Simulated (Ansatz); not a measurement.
CsCl-type CoAl, treated with r²SCAN+rVV10 (plane waves, PAW; Ansatz, a first-principles code).

Settings: plane-wave cutoff 600 eV, 16×16×16 k mesh, Fermi–Dirac smearing 0.1 eV, finite displacements, no spin polarisation, scalar-relativistic PAW data made under PBE.

Computed at the level's own relaxed cell.

Harmonic phonon frequencies (cm⁻¹; i marks an imaginary mode):

| q point | frequencies |
|---|---|
| Γ | [?] |
| X | 223 223 270 307 307 436 |
| M | 209 209 255 299 410 410 |
| R | 268 268 268 383 383 383 |

Some entries are withheld; supply them.


- Γ, frequencies: 0 0 0 352 352 352

No imaginary mode appears at these points.
